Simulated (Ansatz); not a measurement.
Fermi-surface data of NbP (Pm-3m)

Input:

```yaml
crystal:
  lattice:
    - [3.07988, 0.00000, 0.00000]
    - [0.00000, 3.07988, 0.00000]
    - [0.00000, 0.00000, 3.07988]
  atoms:
    - { symbol: Nb, position: [0.00000, 0.00000, 0.00000] }
    - { symbol: P, position: [0.50000, 0.50000, 0.50000] }
```

Level of theory: PBEsol, rigid bands (plane waves, PAW, scalar-relativistic; Ansatz, an electronic-structure program). Cell: cell and atoms relaxed with PBEsol.

```json
{
  "density of states at the Fermi level": "1.06 states/(eV·cell), both spins",
  "bare Sommerfeld coefficient": "1.25 mJ/(mol of atoms·K²)",
  "drude_plasma_energy": "5.4 eV",
  "root-mean-square Fermi velocity": "5.6e5 m/s",
  "resistivity times τ": "16.7 ×10⁻²² Ω·m·s"
}
```

A metal at this level (no band gap); rigid bands, thermally averaged at 300 K, both spins. Spin-orbit coupling is left out. τ is one relaxation time for all states.

Computed structure with no diffraction record at hand here (it may be known, metastable or hypothetical): NbP (Pm-3m).
